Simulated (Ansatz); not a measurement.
Cell and atoms of liquid or glassy (it is in mid-quench) Si30N41Sc: The frame is taken from the quench, at a set temperature of 2392 K (mean kinetic temperature of the ramp that ends there 2804 K), run with the CHGNet potential and a short-range wall. N atoms were pushed apart under 1.9 Å during the dynamics, to hinder bonds among them. The volume is set by the preparation, not predicted. It is a model cell: composition and starting density were chosen by hand, and all elements were melted together. The stretch lasted under a few ps.

```
ScN41Si30
1.0
    9.33391     0.00000     0.00000
    0.00000     9.33391     0.00000
    0.00000     0.00000     9.33391
Si N Sc
30 41 1
Direct
  0.55151   0.47135   0.95223
  0.78911   0.53978   0.20085
  0.93764   0.76337   0.62062
  0.44369   0.67651   0.47908
  0.14895   0.07295   0.25838
  0.03796   0.04449   0.79617
  0.31205   0.29539   0.75453
  0.92978   0.28485   0.38538
  0.27094   0.75044   0.67156
  0.04496   0.32379   0.63035
  0.63355   0.56085   0.68173
  0.39221   0.94843   0.11106
  0.22263   0.47283   0.36332
  0.64146   0.32701   0.26658
  0.09137   0.50728   0.81800
  0.84438   0.36851   0.91187
  0.82164   0.08653   0.15111
  0.45329   0.82223   0.89612
  0.28342   0.09907   0.61433
  0.27106   0.29413   0.05237
  0.91451   0.84162   0.27159
  0.60227   0.01852   0.37315
  0.80732   0.01489   0.66688
  0.08705   0.48291   0.08362
  0.50057   0.32033   0.47068
  0.64752   0.76722   0.53291
  0.12751   0.77326   0.39400
  0.14983   0.71490   0.12570
  0.60039   0.15660   0.93871
  0.71874   0.26547   0.65129
  0.18978   0.08808   0.45021
  0.76755   0.97220   0.28547
  0.59718   0.69065   0.37068
  0.26811   0.42095   0.18868
  0.71775   0.22887   0.10641
  0.32333   0.93661   0.77931
  0.07640   0.66040   0.70089
  0.89912   0.45051   0.06311
  0.07537   0.37855   0.44340
  0.77769   0.65776   0.61424
  0.69742   0.12481   0.79296
  0.24667   0.09194   0.10853
  0.14469   0.18063   0.72789
  0.48709   0.68663   0.65722
  0.54267   0.20004   0.34173
  0.46496   0.94567   0.28007
  0.69671   0.45187   0.83871
  0.67939   0.95549   0.53898
  0.82720   0.72093   0.15526
  0.37652   0.47306   0.45426
  0.12797   0.60979   0.28375
  0.62226   0.40838   0.57946
  0.27714   0.79292   0.47653
  0.31313   0.79660   0.05449
  0.95296   0.16404   0.25356
  0.20392   0.42053   0.70659
  0.09216   0.84280   0.22181
  0.12834   0.35670   0.95417
  0.79915   0.41126   0.34006
  0.40952   0.22486   0.63673
  0.93509   0.06427   0.93030
  0.93719   0.37742   0.76922
  0.43231   0.28451   0.91686
  0.53080   0.64560   0.93808
  0.86109   0.96588   0.02635
  0.97032   0.96393   0.65092
  0.95585   0.80776   0.43978
  0.59357   0.45816   0.14002
  0.53034   0.97199   0.98927
  0.83559   0.20006   0.55156
  0.11332   0.61695   0.97497
  0.57703   0.78137   0.18445
```

Method: PBE, scalar-relativistic without spin-orbit coupling (plane waves to 420 eV, PAW; Ansatz, a quantum-chemistry and plane-wave program). Sampling: the zone centre alone; Fermi-Dirac width 0.1 eV; no spin polarisation.

Task: What static pressure (without the ions' kinetic part) does the frame have on this sampling and cutoff?

Result: 3.79 GPa

Task: Give the forces on the atoms.

Result: 
| atom | Fx | Fy | Fz |
|---|---|---|---|
| Si1 | 0.05 | 0.31 | 3.27 |
| Si2 | 0.38 | 0.13 | -3.27 |
| Si3 | 1.40 | -1.52 | 0.59 |
| Si4 | -4.95 | -4.37 | -3.88 |
| Si5 | -1.88 | 0.68 | 3.58 |
| Si6 | 3.32 | -0.12 | 1.43 |
| Si7 | -1.32 | 1.80 | 5.50 |
| Si8 | -1.20 | 0.10 | -0.43 |
| Si9 | -2.05 | 1.28 | 2.63 |
| Si10 | 2.90 | 0.40 | 0.10 |
| Si11 | 1.81 | -1.35 | 2.61 |
| Si12 | -4.05 | 5.12 | 1.79 |
| Si13 | -0.99 | -2.66 | -2.29 |
| Si14 | 3.41 | 1.64 | -6.65 |
| Si15 | 0.73 | 1.03 | 1.04 |
| Si16 | -1.15 | -0.14 | 3.83 |
| Si17 | 0.48 | -0.30 | 0.19 |
| Si18 | -2.70 | -1.62 | -0.23 |
| Si19 | -2.47 | -4.66 | -3.00 |
| Si20 | -0.45 | -2.01 | 0.79 |
| Si21 | -5.87 | 0.14 | -2.99 |
| Si22 | 1.96 | -0.59 | -1.29 |
| Si23 | -4.79 | 3.28 | -1.23 |
| Si24 | -0.80 | -5.76 | 1.45 |
| Si25 | -5.07 | 2.60 | 4.68 |
| Si26 | 4.02 | 2.47 | 0.41 |
| Si27 | -1.66 | -1.52 | -2.35 |
| Si28 | 4.91 | -0.40 | -5.47 |
| Si29 | -1.07 | -1.90 | 3.47 |
| Si30 | -3.00 | 3.58 | 4.92 |
| N31 | 0.51 | -0.58 | -1.53 |
| N32 | -2.26 | -0.20 | -0.29 |
| N33 | -1.53 | -0.04 | 3.69 |
| N34 | -1.87 | -1.76 | -1.52 |
| N35 | -2.86 | -1.59 | -2.58 |
| N36 | -0.96 | -1.90 | -2.94 |
| N37 | -0.80 | 2.96 | -1.91 |
| N38 | 0.43 | 1.06 | 1.93 |
| N39 | -0.84 | -0.96 | 2.57 |
| N40 | -0.56 | 2.20 | 0.67 |
| N41 | 0.88 | 1.64 | -4.16 |
| N42 | 2.09 | 1.77 | -0.58 |
| N43 | 0.85 | -2.02 | -1.10 |
| N44 | 2.10 | 0.19 | -1.68 |
| N45 | -0.27 | -0.30 | 2.42 |
| N46 | 0.09 | -0.52 | 0.06 |
| N47 | -2.19 | -0.84 | -0.25 |
| N48 | -1.79 | -2.20 | 1.01 |
| N49 | -0.87 | -2.10 | 2.51 |
| N50 | 2.16 | 1.55 | 0.33 |
| N51 | 0.56 | 0.77 | 1.11 |
| N52 | -0.11 | -1.73 | -0.04 |
| N53 | 4.30 | -2.30 | 3.40 |
| N54 | 1.74 | 0.25 | 0.54 |
| N55 | 4.66 | -0.57 | 0.10 |
| N56 | 0.00 | 3.19 | -2.00 |
| N57 | -1.07 | 8.07 | 2.27 |
| N58 | 2.07 | -1.07 | 1.13 |
| N59 | -1.55 | -0.54 | -0.76 |
| N60 | 3.78 | -1.37 | -5.47 |
| N61 | -0.54 | -0.46 | 2.07 |
| N62 | 2.27 | 1.54 | -4.16 |
| N63 | -0.11 | 1.25 | 1.11 |
| N64 | -0.88 | 3.77 | -1.38 |
| N65 | 1.18 | 1.18 | -2.31 |
| N66 | 1.30 | -4.20 | -0.11 |
| N67 | 0.96 | -1.62 | 2.98 |
| N68 | 1.01 | 1.82 | 1.15 |
| N69 | 0.10 | 0.37 | -0.30 |
| N70 | 4.48 | -1.64 | -2.82 |
| N71 | 0.23 | 3.13 | 0.31 |
| Sc72 | 3.40 | -1.85 | -2.66 |
(forces in eV/Å)
